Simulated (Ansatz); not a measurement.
The starting structures come from a database of crystals and need not be the phases stable at ambient conditions.

 Where the default PAW files enter, the runs use the earlier of Ansatz's two default sets.

# Evanescent states of Ba(MgAs)$_{2}$ (P-3m1, not sure to be the ambient phase, 5 atoms a cell, 27.2 Å³ an atom) along the normal of (100)

These are r2SCAN (plane waves, PAW; Ansatz, a program for electronic structure) values and carry that method's errors.

The gap is the functional's own. No spin-orbit coupling. Mid-gap values are interpolated on the energy grid.

Energies count from the valence-band top; κ is the least over a 8×4 mesh across the current.

```
E (eV)     κ (1/Å)  where
------  ----------  -----
0.04         0.040      Γ
0.14         0.067      Γ
0.23         0.084      Γ
0.32         0.097      Γ
0.41         0.108      Γ
0.49    (withheld)      Γ
0.58    (withheld)      Γ
0.68    (withheld)      Γ
0.77    (withheld)      Γ
0.85    (withheld)      Γ
0.94    (withheld)      Γ
1.03    (withheld)      Γ
1.12         0.125  off Γ
1.22         0.108  off Γ
1.30         0.085  off Γ
1.40         0.050  off Γ
```

Task: Complete the blanks.

Result: 
- 0.49, κ (1/Å): 0.116
- 0.58, κ (1/Å): 0.122
- 0.68, κ (1/Å): 0.128
- 0.77, κ (1/Å): 0.132
- 0.85, κ (1/Å): 0.135
- 0.94, κ (1/Å): 0.137
- 1.03, κ (1/Å): 0.138
